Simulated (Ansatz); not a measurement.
**MoS2, response to strain**

Consider MoS2 in the 3R-MoS2 type structure (space group R3m, No. 160; layered, stacked along the Cartesian z axis).

```xyz
3
Lattice="1.5877 0.9167 6.1953 -1.5877 0.9167 6.1953 0.0000 -1.8333 6.1953" Properties=species:S:1:pos:R:3 pbc="T T T"
Mo     0.0000     0.0000     0.0001
S      0.0000     0.0000    13.9450
S      0.0000     0.0000    10.8357
```

Cartesian axes are those of the cell as printed.

Strains are applied to the cell and any free atomic positions relax; under biaxial strain the out-of-plane vector relaxes too; under stress the whole cell relaxes.

The values are results of plane-wave PAW DFT at the r2SCAN+rVV10 level (Ansatz, a quantum-chemistry and plane-wave program, 500 eV), no spin-orbit coupling, earlier PAW set, not measurements.

Candidates:
(a) biaxial strain −4.13 %, plane normal [001], relaxed out of plane
(b) isotropic strain −2.53 %
(c) uniaxial strain ε_xx = +0.25 %
(d) uniaxial stress, 5 GPa compression along z

Notes on the quantities. energy relative to the base: free energy F.

**Question.** Order them by energy relative to the base, lowest first.

**Answer.** (c) uniaxial strain ε_xx = +0.25 % (+0.1 meV/atom), (d) uniaxial stress, 5 GPa compression along z (+16 meV/atom), (b) isotropic strain −2.53 % (+27 meV/atom), (a) biaxial strain −4.13 %, plane normal [001], relaxed out of plane (+60 meV/atom)

Stability under load was not tested beyond the relaxation.
